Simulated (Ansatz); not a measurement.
**BP under a change: biaxial strain −2.50 %, plane normal [001], relaxed out of plane**

The parent structure is BP in the zinc blende structure (space group F-43m, No. 216; a = 4.5366 Å). Axes: x, y, z lie along the cube axes.

One thing is altered: compressive biaxial strain of 2.50 % in the plane normal to [001], as in epitaxy on a mismatched substrate; the out-of-plane cell vector and the atoms relax.

Method: Ansatz (a first-principles code) r2SCAN, spin-orbit coupling left out. k-mesh 12×12×12 (Γ-centred); smearing 0.05 eV (Fermi–Dirac).

The volume per atom drops by 0.46 Å³ to 11.21 Å³ and the space group changes from F-43m (No. 216) to I-4m2 (No. 119). The shortest interatomic distance decreases by 0.0258 Å (1.964 Å → 1.939 Å) and the energy rises by 19 meV/atom. The pressure (mean of the normal stresses, compression positive) goes from zero to 7.38 GPa and the band gap shrinks by 0.34 eV, from 1.41 eV to 1.07 eV. The gap character is indirect, Γ → k = (0.417, 0.417, 0) in the run's primitive reciprocal basis and the smallest direct gap shrinks by 0.13 eV to 3.47 eV. The electron mass stays 1.3 mₑ along k, 0.22 mₑ across (off the special points) and the valence-band top at Γ (three highest levels, from the VBM) becomes 0.00, 0.00, -0.39 eV (base: 0.00, 0.00, 0.00 eV). The valley order (the lowest conduction-band minima on the path, energy above the VBM, named in the base's zone) changes from a point along ⟨100⟩, about 1.2 Å⁻¹ from Γ 1.41 eV to a point along [010], about 1.2 Å⁻¹ from Γ 1.07 eV; a point along [001], about 1.2 Å⁻¹ from Γ 1.54 eV and the out-of-plane strain amounts to +1.02 %. The ratio −ε⊥/ε∥ is 0.41.

Final structure (turned so that z lies along the plane normal):

```
BP
1.0
    3.12764     0.00000     0.00000
    0.00000     3.12764     0.00000
    1.56382    -1.56382     2.29132
B P
1 1
Direct
  0.00000   0.00000   0.00000
  0.75000   0.75000   0.50000
```

Effective masses come from finite differences of ±0.01 Å⁻¹. Along k means along the line from Γ to the band edge. Stability against distortions was not tested. k-point labels follow each cell's own Brillouin zone.
